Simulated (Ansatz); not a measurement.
The reference is GaAs in the zinc blende structure (space group F-43m, No. 216; a = 5.7456 Å).

Calculations: plane-wave PAW DFT at the PBE level (Ansatz, a first-principles code, 420 eV), no spin-orbit coupling.

Before the change:

The band gap comes out as 0.16 eV.

Perturbation: the cell is scaled by 0.9750 in all directions; the atoms relax in the strained cell.

### Question
What happens to the band gap, energy relative to the base and electron mass?

### Answer
The band gap grows by 0.57 eV to 0.73 eV; the energy increases by 28 meV/atom; the electron mass is 0.041 mₑ (at Γ).

Masses are band curvatures over ±0.01 Å⁻¹ around the edge. Stability against distortions was not tested. The zero or small gap of GaAs can change with the level of theory.
